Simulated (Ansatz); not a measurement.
Band structure of WC (P-6m2, 2 atoms in the cell).

```xyz
2
Lattice="2.9075 0.0000 0.0000 -1.4538 2.5180 0.0000 0.0000 0.0000 2.8306" Properties=species:S:1:pos:R:3 pbc="T T T"
W      0.0000     0.0000     0.0000
C      1.4538     0.8393     1.4153
```

Method: PBE, PAW files (plane waves; Ansatz, a quantum-chemistry and plane-wave program).

Settings: kpoints.mp_grid.grid = 13 13 12; hamiltonian.xc = pbe; hamiltonian.pseudopotentials = {kind: paw} (an earlier, softer set of the program's PAW files); scf.occupations.method = fermi_dirac; scf.occupations.width = 0.136 eV; kpoints.band_path.npoints = 8.

The starting cell comes from a database of computed structures (which also holds hypothetical and non-ambient phases and stackings), without a prior relaxation at this level. Its lattice was rescaled by a random factor within 2.5 % of one. Spin-orbit coupling is off. Spin polarisation is off.

Levels in eV from the Fermi level, bands 6 to 12:
```tsv
point	6	7	8	9	10	11	12
Γ	-4.35	-3.39	-3.39	0.07	3.22	3.22	5.60
M	-7.07	-3.63	-3.61	-0.52	2.33	4.50	4.83
K	-6.61	-4.60	-3.47	0.61	0.94	1.99	3.21
A	-8.69	-2.08	-2.08	-0.61	-0.61	3.68	4.49
L	-6.50	-4.38	-4.22	0.27	4.40	5.31	6.62
H	-7.27	-5.44	-1.64	-0.68	4.39	6.36	7.58
```

Bands cross the Fermi level along this path, so the cell is metallic at this level.

Keys are those of Ansatz 0.2.
